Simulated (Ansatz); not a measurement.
System: WRu₃ (P6₃/mmc, No. 194, 8 atoms in the cell; start mp-862655). Method: LDA (PAW; Ansatz, a quantum-chemistry and plane-wave program).

Numerical settings: plane-wave cutoff 520 eV, 12×12×14 k mesh (along the axes of the cell as run), Fermi–Dirac smearing 0.05 eV, no spin polarisation, scalar-relativistic PAW data made under PBE.

Cell (relaxed at this level):

```
Ru3W
1.0
    5.41297     0.00000     0.00000
   -2.70648     4.68777     0.00000
    0.00000     0.00000     4.29742
Ru W
6 2
Direct
  0.16644   0.33288   0.25000
  0.83356   0.66712   0.75000
  0.83356   0.16644   0.75000
  0.16644   0.83356   0.25000
  0.66712   0.83356   0.25000
  0.33288   0.16644   0.75000
  0.33333   0.66667   0.75000
  0.66667   0.33333   0.25000
```

Q: Give the computed bulk modulus.

A: 
bulk modulus: 357 GPa

Note: the run has no spin polarisation, so it can have missed a magnetic state; the bulk modulus is −V dP/dV from two relaxed cells at ±2 % in volume; the relaxation could not lower the start's symmetry, so the cell can be a saddle point above a distorted one.

Spin–orbit coupling is not included.

The computed numbers hold no vibrational or temperature effects.

A start named mp-… is a Materials Project structure, which need not be a measured phase.
